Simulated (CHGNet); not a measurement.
**L1₂ (Cu3Au-type) Pt3Ti**

All values below come from the machine-learned potential CHGNet 0.3.0 (trained on PBE and PBE+U data).

Cell (relaxed at this level):

```
CELL_PARAMETERS angstrom
      3.95176     0.00000     0.00000
      0.00000     3.95176     0.00000
      0.00000     0.00000     3.95176
ATOMIC_POSITIONS crystal
  Ti 0.00000 0.00000 0.00000
  Pt 0.00000 0.50000 0.50000
  Pt 0.50000 0.00000 0.50000
  Pt 0.50000 0.50000 0.00000
```

| Property | Result |
|---|---|
| lattice constant a | 3.952 Å |
| volume per atom | 15.43 Å³/atom |

Measured, for comparison: lattice constant a 3.916 Å, equilibrium volume per atom 15.01 Å³/atom (temperature not stated, not corrected to a static lattice; as tabulated in Molecular Dynamics Simulations of PtTi High-Temperature Shape Memory Alloys …). Computed (rounded) less measured: lattice constant a +0.9 %, equilibrium volume per atom +2.8 %.

A machine-learned potential is trained on density-functional data: it inherits that level's misses and adds fitting errors of its own.

Note: the model gives imaginary modes for this phase (in the spectrum interpolated from a supercell).
